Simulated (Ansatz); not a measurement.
Checking a run of Ansatz (a quantum-chemistry and plane-wave program) on TlHgI3 (P6_3/mmc, 10 atoms in the cell). The aim is a self-consistent single point with DFT, PBE, plane waves, default PAW files.

Cell that was meant: a = 8.7142 Å, b = 8.7142 Å, c = 7.4450 Å, α = 90.00°, β = 90.00°, γ = 120.00°.

Part of the input:

Ansatz 0.2 input:
```yaml
    - { symbol: I, position: [0.292400, 0.146200, 0.750000] }
    - { symbol: I, position: [0.853800, 0.146200, 0.750000] }
basis:
  ecutwfc: 65.0
kpoints:
  mp_grid: { grid: [3, 3, 3] }
hamiltonian:
  xc: pbe
  pseudopotentials: { kind: paw }
scf:
  occupations: { method: fermi_dirac, width: 0.1 }
output:
  forces: true
  eigenvalues: true
```

Output (repeated stretches shortened):

```
   [... lines left out ...]
Symmetry: 24 space group operations
Space group: P63/mmc (ITA 194), of the structure as read, at distance tolerance 7.9e-5 Å
k-points: 6 of 27
Initial density: superposition of atomic densities (neutral atoms: chi_scale 0, normalization atom), corrected by the library's trained network
Initial wavefunctions: pseudopotential atomic-orbital guess
Eigensolver: davidson
Functional: x = pbe(κ = 0.804, μ = 0.2195149727645171), c = pbe(β = 0.06672455060314922)
SCF iter   1: F=—  HF=-91725.207498 eV  |F-HF|=—  |Δ(HF+E_count)|=         —  Δρ=1.12e0  dr2=6.35e3  ethr=1.77e-3  ⟨swp⟩=8.5  Hψ=3052  notcnv=0
all-band conjugate gradients solve this SCF's bands
preconditioner: auto → LDOS
SCF iter   2: F=—  HF=-88455.092476 eV  |F-HF|=—  |Δ(HF+E_count)|=    3.27e3  Δρ=1.52e-1  dr2=1.39e2  ethr=1.77e-3  ⟨swp⟩=10.7  Hψ=4157  notcnv=0
   [... lines left out ...]
SCF iter  10: F=—  HF=-88399.645656 eV  |F-HF|=—  |Δ(HF+E_count)|=   2.08e-7  Δρ=5.97e-5  dr2=1.39e-5  ethr=4.91e-9  ⟨swp⟩=1.0  Hψ=591  notcnv=0  defer=15
SCF iter  11: F=—  HF=-88399.645657 eV  |F-HF|=—  |Δ(HF+E_count)|=   8.56e-7  Δρ=1.42e-5  dr2=7.76e-7  ethr=4.91e-9  ⟨swp⟩=2.0  Hψ=727  notcnv=0  defer=15
SCF iter  12: F=-88399.645657 eV  HF=-88399.645657 eV  |F-HF|=3.49e-10  |Δ(HF+E_count)|=   9.61e-8  Δρ=3.42e-7  dr2=1.05e-9  ethr=5.95e-11  ⟨swp⟩=11.7  Hψ=2467  notcnv=0
SCF 1 converged in 12 iterations: F = -88399.645657 eV  dr2 = 1.05e-9
Free energy (F): -88399.645657 eV
Internal energy: -88399.429856 eV  (E = F + TS)
E sigma→0 (E₀):  -88399.537757 eV
Entropy (-TS):   -0.215801 eV (-21.580 meV/atom)
Fermi energy:    5.575339 eV
--- Forces (eV/Å), atoms counted from 1 ---
  atom   1  Tl     0.00000000     0.00000000     0.00000000
  atom   2  Tl     0.00000000    -0.00000000     0.00000000
  atom   3  Hg     0.00000000     0.00000000     0.00000000
  atom   4  Hg     0.00000000    -0.00000000     0.00000000
  atom   5  I      0.00000000   -15.42347372     0.00000000
  atom   6  I     13.35712005     7.71173686     0.00000000
  atom   7  I    -13.35712005     7.71173686     0.00000000
   [... lines left out ...]
  atom  10  I     13.35712005    -7.71173686     0.00000000
--- Stress (GPa, compression-positive) ---
      -91.276816       0.000000       0.000000
        0.000000     -91.276816       0.000000
        0.000000       0.000000     -83.512837
  P = ⅓ Tr σ = -88.6888 GPa (-886.888 kbar)
  The stress holds the Pulay correction. Without it, at fixed plane waves, as pw.x and ABINIT print it: P = -1474.7333 GPa
```

Q: Is anything amiss in this input, and did it matter?

A: The run is not sound. The fault is a basis or grid far too coarse for these potentials. The error of an incomplete plane-wave basis or grid does not cancel at such settings. To fix it, restore the cutoff that the potentials need and check convergence. The run converged in 12 iterations without an error; against the sound input the free energy rises by 719 eV/atom, the pressure goes from 2.25 to -88.69 GPa, the largest force goes from 1.531 to 15.42 eV/Å and no clean gap remains on the mesh (levels overlap or are partly filled), against 0.87 eV before. At a fixed set of plane waves, without the program's Pulay estimate, the pressure is -1474.73 GPa against 2.23 GPa.

The sound input it was made from differs as follows (other fixes are possible):
```diff
-  ecutwfc: 65.0
+  ecutwfc: 30.9 Ry
-  occupations: { method: fermi_dirac, width: 0.1 }
+  occupations: { method: fermi_dirac, width: 0.0073 Ry }
```

With that input, the run converged in 8 iterations: free energy E − TS (on the zero of these files) -95594.5184 eV; gap on the k-point mesh 0.87 eV; pressure 2.25 GPa; largest force (vector length) 1.531 eV/Å (DFT, PBE, plane waves, default PAW files).

On the sound input: the starting cell was generated: these elements placed on a structure prototype, without a prior relaxation; it need not be a known phase or ordering of this composition. Spin-orbit coupling is off. Forces in this geometry exceed 1 eV/Å. Ansatz's pressure includes its estimate of the finite-basis (Pulay) stress.
